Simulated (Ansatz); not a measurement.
## GaSb, response to strain

Start from GaSb in the zinc blende structure (space group F-43m, No. 216; a = 6.0488 Å). Axes: x, y, z lie along the cube axes.

Strains are applied to the cell and any free atomic positions relax; under biaxial strain the out-of-plane vector relaxes too.

All numbers come from LDA (Ansatz, a quantum-chemistry and plane-wave program, PAW, no spin-orbit coupling).

Notes on the quantities. band gap: uncertain: the Fermi level lies in a band; the base alone; pressure: mean of the normal stresses, compression positive.

| variant | band gap | pressure | volume per atom |
|---|---|---|---|
| base | 0.07 eV | 0.00 GPa | 27.66 Å³ |
| biaxial strain −2.50 %, plane normal [111], relaxed out of plane | 0.18 eV | 2.32 GPa | 26.63 Å³ |
| biaxial strain −2.08 %, plane normal [111], relaxed out of plane | 0.17 eV | 1.90 GPa | 26.80 Å³ |
| biaxial strain −1.67 %, plane normal [111], relaxed out of plane | 0.16 eV | 1.50 GPa | 26.97 Å³ |
| biaxial strain −1.25 %, plane normal [111], relaxed out of plane | 0.14 eV | 1.11 GPa | 27.14 Å³ |
| biaxial strain +0.42 %, plane normal [111], relaxed out of plane | zero | -0.3 GPa | 27.84 Å³ |
| biaxial strain +0.83 %, plane normal [111], relaxed out of plane | zero | -0.7 GPa | 28.01 Å³ |
| biaxial strain +1.67 %, plane normal [111], relaxed out of plane | zero | -1.3 GPa | 28.36 Å³ |
| biaxial strain +2.08 %, plane normal [111], relaxed out of plane | zero | -1.6 GPa | 28.53 Å³ |
| biaxial strain +2.50 %, plane normal [111], relaxed out of plane | zero | -1.9 GPa | 28.70 Å³ |

With Sb present, leaving out spin-orbit coupling can change the band edges. Whether these cells are dynamically stable was not tested. The final runs are not spin-polarised. Gaps under 0.05 eV, about the width of the smearing, are given as zero. The zero or small gap of GaSb can change with the level of theory.
